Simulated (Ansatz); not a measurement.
## Element substitutions in Ru

The reference is Ru in the hcp (Mg type) structure (space group P6_3/mmc, No. 194).

```
Ru
1.0
    2.70455     0.00000     0.00000
   -1.35227     2.34221     0.00000
    0.00000     0.00000     4.26010
Ru
2
Direct
  0.33333   0.66667   0.75000
  0.66667   0.33333   0.25000
```

Each row replaces one element on all its sites; cell and atoms are relaxed.

Calculations: Ansatz (an electronic-structure program) r2SCAN, no SOC.

Candidates:
(a) Ru → Re
(b) Ru → Os
(c) Ru → Si
(d) Ru → Mo

Before the change:

The c/a ratio is 1.575.

Question: Order them by c/a ratio, lowest first.

Answer: (b) Ru → Os (1.576), (a) Ru → Re (1.618), (c) Ru → Si (1.714), (d) Ru → Mo (1.799)

No phonon test of stability was made. For Si and Mo in this form, whether it has been made was not checked. All final runs are without spin polarisation. This is not the structure that Si has at room temperature and ambient pressure. This is not the structure that Mo has at room temperature and ambient pressure.
